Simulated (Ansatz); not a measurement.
Electronic density of states of amorphous Si$_{30}$N$_{44}$Zr$_{3}$, density 3.30 g/cm³, on a 2×2×2 Γ-centred mesh with a Gaussian width of 0.1 eV; energies count from the Fermi level, whose place inside the gap is arbitrary. Cell and mesh are small, so fine structure isn't converged. These are PBE, scalar-relativistic without spin-orbit coupling (plane waves to 420 eV, PAW; Ansatz, a quantum-chemistry and plane-wave program) values and carry that method's errors. Sampling: a 2×2×2 Γ-centred mesh; Fermi-Dirac width 0.02 eV; no spin polarisation. At PBE the levels at both edges of the gap are localised (band-tail or defect states), and the nearest spread-out levels lie 2.9 eV apart at the zone centre.

Preparation: random packing, a CHGNet melt and quench, and a DFT relaxation. N atoms were pushed apart under 1.9 Å during the dynamics, to hinder bonds among them. The hot cell started wider than the set density and was brought back towards it in steps. It is the lowest in DFT energy of 2 quenches. It is a model cell: composition and starting density were chosen by hand, and all elements were melted together. No dispersion term was used. Its density started from a set value of 3.30 and ended at 3.30 g/cm³. The simulated quench (nominally 380 K/ps over its main leg) is rapid and tends to freeze in more defects than a deposited or slowly cooled glass has. Values belong to this one cell and scatter from quench to quench. Volume and shape were free in the relaxation.

```json
[
 {"E - EF (eV)": "-12.00", "states/(eV atom)": "0.00"},
 {"E - EF (eV)": "-11.90", "states/(eV atom)": "0.00"},
 {"E - EF (eV)": "-11.80", "states/(eV atom)": "0.00"},
 {"E - EF (eV)": "-11.70", "states/(eV atom)": "0.00"},
 {"E - EF (eV)": "-11.60", "states/(eV atom)": "0.00"},
 {"E - EF (eV)": "-11.50", "states/(eV atom)": "0.00"},
 {"E - EF (eV)": "-11.40", "states/(eV atom)": "0.00"},
 {"E - EF (eV)": "-11.30", "states/(eV atom)": "0.00"},
 {"E - EF (eV)": "-11.20", "states/(eV atom)": "0.00"},
 {"E - EF (eV)": "-11.10", "states/(eV atom)": "0.00"},
 {"E - EF (eV)": "-11.00", "states/(eV atom)": "0.00"},
 {"E - EF (eV)": "-10.90", "states/(eV atom)": "0.03"},
 {"E - EF (eV)": "-10.80", "states/(eV atom)": "0.09"},
 {"E - EF (eV)": "-10.70", "states/(eV atom)": "0.15"},
 {"E - EF (eV)": "-10.60", "states/(eV atom)": "0.19"},
 {"E - EF (eV)": "-10.50", "states/(eV atom)": "0.22"},
 {"E - EF (eV)": "-10.40", "states/(eV atom)": "0.20"},
 {"E - EF (eV)": "-10.30", "states/(eV atom)": "0.16"},
 {"E - EF (eV)": "-10.20", "states/(eV atom)": "0.17"},
 {"E - EF (eV)": "-10.10", "states/(eV atom)": "0.18"},
 {"E - EF (eV)": "-10.00", "states/(eV atom)": "0.23"},
 {"E - EF (eV)": "-9.90", "states/(eV atom)": "0.23"},
 {"E - EF (eV)": "-9.80", "states/(eV atom)": "0.22"},
 {"E - EF (eV)": "-9.70", "states/(eV atom)": "0.25"},
 {"E - EF (eV)": "-9.60", "states/(eV atom)": "0.26"},
 {"E - EF (eV)": "-9.50", "states/(eV atom)": "0.21"},
 {"E - EF (eV)": "-9.40", "states/(eV atom)": "0.20"},
 {"E - EF (eV)": "-9.30", "states/(eV atom)": "0.23"},
 {"E - EF (eV)": "-9.20", "states/(eV atom)": "0.23"},
 {"E - EF (eV)": "-9.10", "states/(eV atom)": "0.22"},
 {"E - EF (eV)": "-9.00", "states/(eV atom)": "0.22"},
 {"E - EF (eV)": "-8.90", "states/(eV atom)": "0.22"},
 {"E - EF (eV)": "-8.80", "states/(eV atom)": "0.23"},
 {"E - EF (eV)": "-8.70", "states/(eV atom)": "0.24"},
 {"E - EF (eV)": "-8.60", "states/(eV atom)": "0.22"},
 {"E - EF (eV)": "-8.50", "states/(eV atom)": "0.23"},
 {"E - EF (eV)": "-8.40", "states/(eV atom)": "0.22"},
 {"E - EF (eV)": "-8.30", "states/(eV atom)": "0.26"},
 {"E - EF (eV)": "-8.20", "states/(eV atom)": "0.27"},
 {"E - EF (eV)": "-8.10", "states/(eV atom)": "0.25"},
 {"E - EF (eV)": "-8.00", "states/(eV atom)": "0.26"},
 {"E - EF (eV)": "-7.90", "states/(eV atom)": "0.32"},
 {"E - EF (eV)": "-7.80", "states/(eV atom)": "0.35"},
 {"E - EF (eV)": "-7.70", "states/(eV atom)": "0.31"},
 {"E - EF (eV)": "-7.60", "states/(eV atom)": "0.28"},
 {"E - EF (eV)": "-7.50", "states/(eV atom)": "0.34"},
 {"E - EF (eV)": "-7.40", "states/(eV atom)": "0.34"},
 {"E - EF (eV)": "-7.30", "states/(eV atom)": "0.29"},
 {"E - EF (eV)": "-7.20", "states/(eV atom)": "0.31"},
 {"E - EF (eV)": "-7.10", "states/(eV atom)": "0.33"},
 {"E - EF (eV)": "-7.00", "states/(eV atom)": "0.32"},
 {"E - EF (eV)": "-6.90", "states/(eV atom)": "0.32"},
 {"E - EF (eV)": "-6.80", "states/(eV atom)": "0.36"},
 {"E - EF (eV)": "-6.70", "states/(eV atom)": "0.41"},
 {"E - EF (eV)": "-6.60", "states/(eV atom)": "0.43"},
 {"E - EF (eV)": "-6.50", "states/(eV atom)": "0.43"},
 {"E - EF (eV)": "-6.40", "states/(eV atom)": "0.39"},
 {"E - EF (eV)": "-6.30", "states/(eV atom)": "0.40"},
 {"E - EF (eV)": "-6.20", "states/(eV atom)": "0.44"},
 {"E - EF (eV)": "-6.10", "states/(eV atom)": "0.44"},
 {"E - EF (eV)": "-6.00", "states/(eV atom)": "0.45"},
 {"E - EF (eV)": "-5.90", "states/(eV atom)": "0.45"},
 {"E - EF (eV)": "-5.80", "states/(eV atom)": "0.43"},
 {"E - EF (eV)": "-5.70", "states/(eV atom)": "0.44"},
 {"E - EF (eV)": "-5.60", "states/(eV atom)": "0.44"},
 {"E - EF (eV)": "-5.50", "states/(eV atom)": "0.41"},
 {"E - EF (eV)": "-5.40", "states/(eV atom)": "0.45"},
 {"E - EF (eV)": "-5.30", "states/(eV atom)": "0.46"},
 {"E - EF (eV)": "-5.20", "states/(eV atom)": "0.46"},
 {"E - EF (eV)": "-5.10", "states/(eV atom)": "0.49"},
 {"E - EF (eV)": "-5.00", "states/(eV atom)": "0.50"},
 {"E - EF (eV)": "-4.90", "states/(eV atom)": "0.48"},
 {"E - EF (eV)": "-4.80", "states/(eV atom)": "0.48"},
 {"E - EF (eV)": "-4.70", "states/(eV atom)": "0.53"},
 {"E - EF (eV)": "-4.60", "states/(eV atom)": "0.51"},
 {"E - EF (eV)": "-4.50", "states/(eV atom)": "0.49"},
 {"E - EF (eV)": "-4.40", "states/(eV atom)": "0.49"},
 {"E - EF (eV)": "-4.30", "states/(eV atom)": "0.46"},
 {"E - EF (eV)": "-4.20", "states/(eV atom)": "0.44"},
 {"E - EF (eV)": "-4.10", "states/(eV atom)": "0.44"},
 {"E - EF (eV)": "-4.00", "states/(eV atom)": "0.46"},
 {"E - EF (eV)": "-3.90", "states/(eV atom)": "0.46"},
 {"E - EF (eV)": "-3.80", "states/(eV atom)": "0.45"},
 {"E - EF (eV)": "-3.70", "states/(eV atom)": "0.44"},
 {"E - EF (eV)": "-3.60", "states/(eV atom)": "0.43"},
 {"E - EF (eV)": "-3.50", "states/(eV atom)": "0.45"},
 {"E - EF (eV)": "-3.40", "states/(eV atom)": "0.44"},
 {"E - EF (eV)": "-3.30", "states/(eV atom)": "0.45"},
 {"E - EF (eV)": "-3.20", "states/(eV atom)": "0.53"},
 {"E - EF (eV)": "-3.10", "states/(eV atom)": "0.52"},
 {"E - EF (eV)": "-3.00", "states/(eV atom)": "0.52"},
 {"E - EF (eV)": "-2.90", "states/(eV atom)": "0.55"},
 {"E - EF (eV)": "-2.80", "states/(eV atom)": "0.50"},
 {"E - EF (eV)": "-2.70", "states/(eV atom)": "0.50"},
 {"E - EF (eV)": "-2.60", "states/(eV atom)": "0.51"},
 {"E - EF (eV)": "-2.50", "states/(eV atom)": "0.46"},
 {"E - EF (eV)": "-2.40", "states/(eV atom)": "0.47"},
 {"E - EF (eV)": "-2.30", "states/(eV atom)": "0.43"},
 {"E - EF (eV)": "-2.20", "states/(eV atom)": "0.36"},
 {"E - EF (eV)": "-2.10", "states/(eV atom)": "0.33"},
 {"E - EF (eV)": "-2.00", "states/(eV atom)": "0.38"},
 {"E - EF (eV)": "-1.90", "states/(eV atom)": "0.38"},
 {"E - EF (eV)": "-1.80", "states/(eV atom)": "0.33"},
 {"E - EF (eV)": "-1.70", "states/(eV atom)": "0.30"},
 {"E - EF (eV)": "-1.60", "states/(eV atom)": "0.26"},
 {"E - EF (eV)": "-1.50", "states/(eV atom)": "0.25"},
 {"E - EF (eV)": "-1.40", "states/(eV atom)": "0.25"},
 {"E - EF (eV)": "-1.30", "states/(eV atom)": "0.20"},
 {"E - EF (eV)": "-1.20", "states/(eV atom)": "0.15"},
 {"E - EF (eV)": "-1.10", "states/(eV atom)": "0.06"},
 {"E - EF (eV)": "-1.00", "states/(eV atom)": "0.01"},
 {"E - EF (eV)": "-0.90", "states/(eV atom)": "0.00"},
 {"E - EF (eV)": "-0.80", "states/(eV atom)": "0.00"},
 {"E - EF (eV)": "-0.70", "states/(eV atom)": "0.00"},
 {"E - EF (eV)": "-0.60", "states/(eV atom)": "0.00"},
 {"E - EF (eV)": "-0.50", "states/(eV atom)": "0.00"},
 {"E - EF (eV)": "-0.40", "states/(eV atom)": "0.00"},
 {"E - EF (eV)": "-0.30", "states/(eV atom)": "0.00"},
 {"E - EF (eV)": "-0.20", "states/(eV atom)": "0.00"},
 {"E - EF (eV)": "-0.10", "states/(eV atom)": "0.00"},
 {"E - EF (eV)": "0.00", "states/(eV atom)": "0.00"},
 {"E - EF (eV)": "0.10", "states/(eV atom)": "0.00"},
 {"E - EF (eV)": "0.20", "states/(eV atom)": "0.00"},
 {"E - EF (eV)": "0.30", "states/(eV atom)": "0.00"},
 {"E - EF (eV)": "0.40", "states/(eV atom)": "0.00"},
 {"E - EF (eV)": "0.50", "states/(eV atom)": "0.00"},
 {"E - EF (eV)": "0.60", "states/(eV atom)": "0.00"},
 {"E - EF (eV)": "0.70", "states/(eV atom)": "0.00"},
 {"E - EF (eV)": "0.80", "states/(eV atom)": "0.00"},
 {"E - EF (eV)": "0.90", "states/(eV atom)": "0.00"},
 {"E - EF (eV)": "1.00", "states/(eV atom)": "0.01"},
 {"E - EF (eV)": "1.10", "states/(eV atom)": "0.06"},
 {"E - EF (eV)": "1.20", "states/(eV atom)": "0.13"},
 {"E - EF (eV)": "1.30", "states/(eV atom)": "0.10"},
 {"E - EF (eV)": "1.40", "states/(eV atom)": "0.13"},
 {"E - EF (eV)": "1.50", "states/(eV atom)": "0.17"},
 {"E - EF (eV)": "1.60", "states/(eV atom)": "0.26"},
 {"E - EF (eV)": "1.70", "states/(eV atom)": "0.23"},
 {"E - EF (eV)": "1.80", "states/(eV atom)": "0.15"},
 {"E - EF (eV)": "1.90", "states/(eV atom)": "0.18"},
 {"E - EF (eV)": "2.00", "states/(eV atom)": "0.18"},
 {"E - EF (eV)": "2.10", "states/(eV atom)": "0.18"},
 {"E - EF (eV)": "2.20", "states/(eV atom)": "0.22"},
 {"E - EF (eV)": "2.30", "states/(eV atom)": "0.21"},
 {"E - EF (eV)": "2.40", "states/(eV atom)": "0.22"},
 {"E - EF (eV)": "2.50", "states/(eV atom)": "0.30"},
 {"E - EF (eV)": "2.60", "states/(eV atom)": "0.30"},
 {"E - EF (eV)": "2.70", "states/(eV atom)": "0.22"},
 {"E - EF (eV)": "2.80", "states/(eV atom)": "0.21"},
 {"E - EF (eV)": "2.90", "states/(eV atom)": "0.30"},
 {"E - EF (eV)": "3.00", "states/(eV atom)": "0.32"},
 {"E - EF (eV)": "3.10", "states/(eV atom)": "0.26"},
 {"E - EF (eV)": "3.20", "states/(eV atom)": "0.30"},
 {"E - EF (eV)": "3.30", "states/(eV atom)": "0.29"},
 {"E - EF (eV)": "3.40", "states/(eV atom)": "0.31"},
 {"E - EF (eV)": "3.50", "states/(eV atom)": "0.33"},
 {"E - EF (eV)": "3.60", "states/(eV atom)": "0.29"},
 {"E - EF (eV)": "3.70", "states/(eV atom)": "0.29"},
 {"E - EF (eV)": "3.80", "states/(eV atom)": "0.34"},
 {"E - EF (eV)": "3.90", "states/(eV atom)": "0.31"},
 {"E - EF (eV)": "4.00", "states/(eV atom)": "0.27"},
 {"E - EF (eV)": "4.10", "states/(eV atom)": "0.30"}
]
```

The gap between localised states on this mesh is 2.32 eV; the broadening fills part of it in the curve.
